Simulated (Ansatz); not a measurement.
Al on the Si site + 1 H (3C silicon carbide host)

Calculation: PBE, PAW (plane waves to 420 eV; Ansatz, a program for electronic structure). Details: 64-site cell; 2×2×2 shifted k-points; start: the Si site; H antibonding at the dopant; finite-size errors of tenths of an eV.

Neighbours after relaxation, in Å: of the Al atom: H 1.71, C 1.91, C 1.91, C 1.98, C 2.31; of the H atom: C 1.11, Al 1.71, C 2.13, Si 2.14, Si 2.14, C 2.54, C 2.54.

Formation energies E_f are those of the neutral cell. Chemical conditions: C-rich (Δμ(Si) = -0.41 eV, Δμ(H) = -0.32 eV, Δμ(Al) = -0.16 eV, bounded by CH4 molecule, Al4C3 (R-3m); only phases computed here count, gases as isolated molecules at 0 K). Reference phases: Al: fcc Al, H: H2 molecule in a box, Si: silicon.

```
charge         moment (μB)  largest move off a lattice site (Å)  E_f, C-rich (eV)
------  ------------------  -----------------------------------  ----------------
0       not spin-polarised                                 0.27              1.93
```

No other site or start that was run ended lower by more than 0.1 eV.
